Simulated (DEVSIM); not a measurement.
Structure: Al/SiO2/p-InP capacitor, at 400 K.

Layer 1 from the left is SiO2, thickness (nm) 32.0. Layer 2 from the left is InP, thickness (nm) 14000, Na (cm⁻³) 2e14.

Metal gate on the left, work function 4.1 eV. Fixed charge at the semiconductor interface 0 cm⁻² (in units of +e); no interface traps.

Constants are typed, rounded textbook-type inputs, not results; the design itself was drawn at random and stands for no fabricated device. Values at 300 K; Nc and Nv go as T^1.5, mobilities as T to minus their exponent, the gap by Varshni's rule with the affinity fixed.

SiO2: gap (eV) 9, affinity (eV) 0.9, permittivity 3.9. InP: gap (eV) 1.344, affinity (eV) 4.38, permittivity 12.5, Nc (cm⁻³) 5.7e17, Nv (cm⁻³) 1.1e19, Varshni α (eV/K) 0.000363, Varshni β (K) 162.

Question: Estimate by hand the flat-band voltage, the threshold voltage, and compare with a numerical solution.

Answer: 
- Flat-band voltage: C = 0.108 μF/cm², work-function difference -1.200 V; VFB = φms − qNf/C = -1.20 V; numerical -1.20 V.
- Threshold voltage: φF = 0.316 V, depletion charge √(4εqNφF) = 6.69e-9 C/cm²; VT = VFB + 2φF + Qd/C = -0.51 V; numerical -0.51 V.

Model (solved in DEVSIM): 1D Poisson equation in equilibrium, Boltzmann statistics, complete ionisation; no quantum confinement or tunnelling. Metal contacts follow the ideal Schottky-Mott rule: no Fermi-level pinning, no interface dipoles.
